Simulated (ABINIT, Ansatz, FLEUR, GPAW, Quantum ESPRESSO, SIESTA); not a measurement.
# One structure in several programs: MgSiH₂O₄ (Pm, 8 atoms in the cell)

Self-consistent single point.

```
MgSi(HO2)2
1.0
    4.33505     0.00000     0.00000
    0.00000     2.85961     0.00000
   -0.27989     0.00000     4.79298
Mg Si H O
1 1 2 4
Direct
  0.50036   0.50000   0.47539
  0.00098   0.00000   0.00247
  0.97852   0.00000   0.51691
  0.46535   0.50000   0.97146
  0.22371   0.00000   0.30909
  0.24809   0.50000   0.85942
  0.80259   0.00000   0.65865
  0.77189   0.50000   0.10642
```

All programs got the same cell, k-point mesh and kind of occupations (some realise fixed ones as a very narrow smearing) (in Ansatz's words: kpoints.mp_grid.grid = 4 6 4; scf.occupations.method = fixed); potentials, basis and cutoffs are each program's usual ones.

```json
[
 {"code": "ABINIT", "model": "LDA (PW92), norm-conserving pseudopotentials (PseudoDojo nc-sr-04 LDA standard)", "pressure (GPa)": "-11.40", "largest force (eV/Å)": "0.349", "gap on the mesh (eV)": "4.731", "k-points": "40", "cutoff": "84 Ry"},
 {"code": "SIESTA", "model": "LDA PW92, numerical atomic orbitals DZP, PseudoDojo LDA standard norm-conserving potentials (rewritten from UPF to PSML)", "pressure (GPa)": "-8.93", "largest force (eV/Å)": "0.588", "gap on the mesh (eV)": "4.651", "k-points": "60", "cutoff": "grid 400 Ry"},
 {"code": "GPAW", "model": "LDA (Perdew-Wang 92), GPAW PAW datasets LDA (gpaw-data 1.0.1)", "pressure (GPa)": "–", "largest force (eV/Å)": "0.366", "gap on the mesh (eV)": "4.713", "k-points": "40", "cutoff": "900 eV"},
 {"code": "Quantum ESPRESSO", "model": "LDA (PZ), GBRV 1.5 ultrasoft (LDA) pseudopotentials", "pressure (GPa)": "-9.67", "largest force (eV/Å)": "0.587", "gap on the mesh (eV)": "4.725", "k-points": "40", "cutoff": "40 Ry"},
 {"code": "FLEUR", "model": "LDA (Perdew-Zunger), all-electron FLAPW (FLEUR), scalar-relativistic valence", "pressure (GPa)": "–", "largest force (eV/Å)": "–", "gap on the mesh (eV)": "4.425", "k-points": "40", "cutoff": "Kmax 4.8 1/bohr"},
 {"code": "Ansatz", "model": "LDA (PW92), PAW files made with PBE", "pressure (GPa)": "-11.19", "largest force (eV/Å)": "0.378", "gap on the mesh (eV)": "4.702", "k-points": "40", "cutoff": "default"}
]
```

Size of the force on each atom (eV/Å): Sizes of forces hide their directions.

```tsv
code	Mg1	Si2	H3	H4	O5	O6	O7	O8
ABINIT	0.039	0.039	0.133	0.056	0.289	0.312	0.349	0.294
SIESTA	0.022	0.158	0.522	0.389	0.014	0.431	0.588	0.062
GPAW	0.041	0.068	0.253	0.164	0.091	0.260	0.366	0.077
Quantum ESPRESSO	0.041	0.032	0.430	0.329	0.201	0.469	0.587	0.215
Ansatz	0.046	0.038	0.187	0.100	0.222	0.310	0.378	0.250
```

A dash marks a value that a program does not give, or that is left out as unsure.

Gaps are read on the mesh.

The spread over the programs that give each value: pressure within 2.47 GPa; largest force within 0.239 eV/Å; gap on the mesh within 0.306 eV.

The starting cell comes from a database of computed structures (which also holds hypothetical and non-ambient phases and stackings), without a prior relaxation at this level. On Ansatz's run: In the base run, with a pressure of about -10 GPa the cell is away from its equilibrium volume at this level.

Task: Why do the programs differ, and what cannot be compared?

Result: Differences of this kind can come from the potentials, where these differ, and from what each basis and cutoff leave unconverged. The zero of total energies and Fermi levels follows the potentials and each program's conventions, so they are not compared here. SIESTA uses small atom-centred bases, whose incompleteness enters pressures, forces and empty levels differently from a plane-wave cutoff. FLEUR treats all electrons, but the usual bases taken here (sphere radii, linearisation, local orbitals, empty states) were not tested for convergence, so the values are no reference for the others. Ansatz's pressure is given at a fixed set of plane waves, as the other plane-wave codes print theirs; with its correction for the finite basis it is -10.44 GPa (the shift of 0.75 GPa shows how far the cutoff is from converged). The pressure of GPAW is left out: its cutoff lies under the one at which its stress was checked. The same LDA comes in different parametrisations, which differ slightly. The programs reduce the same mesh by symmetry to different extents, which changes the work and not the result. In the pressure, SIESTA (by 2.26) and Quantum ESPRESSO (by 1.52) lie more than 1 GPa from the median of the plane-wave programs. In the gap, FLEUR (by 0.294) lies more than 0.12 eV from the median of the plane-wave programs.

Left out of this page: CP2K (unsound by tests on forces, stress, charge or solver warnings).

Ansatz is a first-principles code.

Keys are those of Ansatz 0.2.
